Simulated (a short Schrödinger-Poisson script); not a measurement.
Stack: symmetric double-gate stack, Si3N4 on p-type Si(100), at 300 K.

| layer | material | thickness (nm) | Na (cm⁻³) |
|---|---|---|---|
| 1 | Si3N4 | 1.5 | - |
| 2 | Si | 4 | 2e18 |
| 3 | Si3N4 | 1.5 | - |

Constants are typed, rounded textbook-type inputs, not results; the design itself was drawn at random and stands for no fabricated device. Si3N4: permittivity 7.5, conduction-band edge (eV) 1.95, gap (eV) 5.1, electron mass (mₑ) 0.5. Si: permittivity 11.7, conduction-band edge (eV) 0, gap (eV) 1.124, Nv at 300 K (cm⁻³) 3.1e19.

Channel valleys (confinement mass, in-plane density-of-states mass, number): Δ2 0.916, 0.19, 2; Δ4 0.19, 0.417, 4. At the gates, both at one voltage, the conduction-band edge of layer 1 lies 2.54 eV − eVg above the Fermi level of the channel. Gaps are held at their typed values at every temperature. Mesh 0.03 nm at interfaces.

Solved with a short Schrödinger-Poisson script written for these runs: 1D Poisson equation in equilibrium, electrons classical, Fermi-Dirac, parabolic valleys, classical holes, full ionisation, no traps, pinning or gate leakage.

The same stack at other levels of the model or other numerical settings:

```
run                                        sheet density of all electrons at Vg = 1.3 V (cm⁻²)  sheet density of all electrons at Vg = 0.7 V (cm⁻²)  capacitance of both gates at Vg = 1.3 V (μF/cm²)  gate voltage at 1e11 electrons/cm² (V)  rough cost against the base
-----------------------------------------  ---------------------------------------------------  ---------------------------------------------------  ------------------------------------------------  --------------------------------------  ---------------------------
base                                                                                   3.02e13                                              4.88e12                                              7.14                                    0.49                      about 1
electrons treated as classical, Boltzmann                                              3.33e13                                           (withheld)                                              8.12                                    0.49                          0.3
electrons treated as quantum, Hartree                                                  2.48e13                                           (withheld)                                        (withheld)                                    0.53                           10
mesh six times as coarse                                                               2.94e13                                              4.75e12                                              6.94                                    0.49                          0.5
```

**Question.** Complete the blanks.

**Answer.** 
- electrons treated as quantum, Hartree, capacitance of both gates at Vg = 1.3 V (μF/cm²): 6.33
- electrons treated as classical, Boltzmann, sheet density of all electrons at Vg = 0.7 V (cm⁻²): 5.08e12
- electrons treated as quantum, Hartree, sheet density of all electrons at Vg = 0.7 V (cm⁻²): 3.17e12

The classical rows ignore confinement, and Boltzmann statistics overrate the density once the band edge passes the Fermi level.
